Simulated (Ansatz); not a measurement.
## BaTiO3 under a change: isotropic strain +1.05 %

Take BaTiO₃ (space group R3m, No. 160; a = 5.680 Å, c = 6.995 Å (hexagonal axes)) as the base.

Modification: the cell is scaled by 1.0105 in all directions; the atoms relax in the strained cell.

Computed with r2SCAN/PAW in Ansatz (a quantum-chemistry and plane-wave program), scalar-relativistic without spin-orbit coupling, earlier PAW set. Γ-centred 8×8×8 mesh, Fermi–Dirac width 0.05 eV.

| quantity | base | changed | shift |
|---|---|---|---|
| volume per atom | 13.03 Å³ | 13.44 Å³ | +0.41 Å³ |
| space group | R3m (No. 160) | R3m (No. 160) | – |
| shortest interatomic distance | 187.2 pm | 186.2 pm | -1.0 pm |
| energy relative to the base (free energy F) | 0 meV/atom | +4.4 meV/atom | +4.4 meV/atom |
| pressure (mean of the normal stresses, compression positive) | 0.00 GPa | -3.28 GPa | -3.28 GPa |
| band gap (an upper bound: an edge found on the path is not a true extremum; the changed cell) | 2.87 eV | 3.04 eV | +0.17 eV |
| largest internal atomic displacement | – | 0.026 Å | – |

Final structure:

```
CELL_PARAMETERS angstrom
      2.86993     1.65695     2.35608
     -2.86993     1.65695     2.35608
      0.00000    -3.31391     2.35608
ATOMIC_POSITIONS crystal
  Ba 0.00317 0.00317 0.00317
  Ti 0.51838 0.51838 0.51838
  O  0.48750 0.97455 0.48750
  O  0.48750 0.48750 0.97455
  O  0.97455 0.48750 0.48750
```

Whether these cells are dynamically stable was not tested. All final runs are without spin polarisation. This is not the structure that BaTiO3 has at room temperature and ambient pressure.
